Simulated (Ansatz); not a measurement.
An Ansatz (a first-principles code) input (plane-wave PAW DFT at the PBEsol level (Ansatz, 420 eV), spin-orbit coupling left out):

Ansatz 0.2 input:
```yaml
crystal:
  lattice:
    - [3.0459160933, 0, 0]
    - [0, 4.307575849, 0]
    - [0, 0, 23.615151698]
  atoms:
    - { symbol: Ti, position: [0, 0.25, 0.3175927089] }
    - { symbol: Ru, position: [0.5, 0.75, 0.3175927089] }
    - { symbol: Ti, position: [0, 0.75, 0.4087963545] }
    - { symbol: Ru, position: [0.5, 1.25, 0.4087963545] }
    - { symbol: Ti, position: [0, 1.25, 0.5] }
    - { symbol: Ru, position: [0.5, 1.75, 0.5] }
    - { symbol: Ti, position: [0, 1.75, 0.5912036455] }
    - { symbol: Ru, position: [0.5, 2.25, 0.5912036455] }
    - { symbol: Ti, position: [0, 2.25, 0.6824072911] }
    - { symbol: Ru, position: [0.5, 2.75, 0.6824072911] }
basis: { ecutwfc: 420, ecutrho_ratio: 4, xc_grid: 2, fft_grid_basis: typed }
kpoints: { mp_grid: { grid: [15, 11, 1] } }
hamiltonian:
  xc: pbesol
  dispersion: none
  pseudopotentials: { kind: paw }
scf: { occupations: { method: fermi_dirac, width: 0.05 }, convergence: { dr2_threshold: 0.000000001 } }
relax: { f_tol: 0.01, max_steps: 50 }
output: { forces: true, stress: true }
checkpoint: { write: state.ck, write_every: 1000 }
```

Task: Which symmetry and how many k-points will the program report, and about how many plane waves at Γ?

Result: Space group Pmmm (ITA 47) with 8 operations, k-points 48 of 165, and 6031 plane waves at Γ.

Stability against distortions was not tested. The final runs are not spin-polarised. The cell was made from TiRu in the CsCl type structure (space group Pm-3m, No. 221) by this change: a free-standing slab of 5 layers (10 atoms, 2 a layer) is cut normal to [110], with 15 Å of vacuum and the in-plane cell held at bulk.
